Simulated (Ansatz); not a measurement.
```
Al2Pt
1.0
    0.00000     2.97293     2.97293
    2.97293     0.00000     2.97293
    2.97293     2.97293     0.00000
Al Pt
2 1
Direct
  0.25000   0.25000   0.25000
  0.75000   0.75000   0.75000
  0.00000   0.00000   0.00000
```

All values below come from PBE, DFPT electron-phonon coupling, linearised Boltzmann equation (plane waves, PAW, scalar-relativistic; Ansatz, a program for electronic structure). Condition of this run: functional PBE, cell relaxed with it. How the cell was made: relaxed with this functional, without spin-orbit coupling.

Question: Predict the intrinsic resistivity at 300 K.

Answer: 7.3 μΩ·cm.

Question: And the electrons' mean free path at that temperature?

Answer: 12.8 nm, weighted by the current that each state carries. Wires not much wider than this gain resistivity from their walls.

A metal at this level (no band gap). Only scattering by harmonic phonons is included (no impurities, grain boundaries, electron-electron scattering or thermal expansion). Spin-orbit coupling is left out, which matters with elements this heavy. The run warned that the eigensolver left some states short of its tolerance. Halving the electron mesh (24x24x24) moves the resistivity by up to 3 % at 300 K, the mean free path by up to 2 %. Smearing 0.20 eV; phonons on a 4x4x4 q mesh, which this run doesn't test.
